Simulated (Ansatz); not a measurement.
# BeTe, thickness series

The reference is BeTe in the zinc blende structure (space group F-43m, No. 216; a = 5.605 Å). Axes: x, y, z lie along the cube axes.

Free-standing slabs (2 atom(s) a layer) normal to [110] with 15 Å of vacuum; in-plane cell held at bulk.

Method: Kohn–Sham DFT with the PBEsol functional, run in Ansatz (a first-principles code) with PAW and 420 eV plane waves, spin-orbit coupling left out.

Before the change:

* **Band gap**: 1.84 eV

### Question
The aim is a band gap between 1.00 eV and 1.08 eV. Which of these changes reaches it?
A. 3 layers
B. 5 layers
C. 1 layer

### Answer
A, 3 layers. It gives 1.05 eV; 5 layers gives 1.45 eV; 1 layer gives 1.76 eV. Changes not listed may reach it too

With Te present, leaving out spin-orbit coupling can change the band edges. Stability against distortions was not tested.
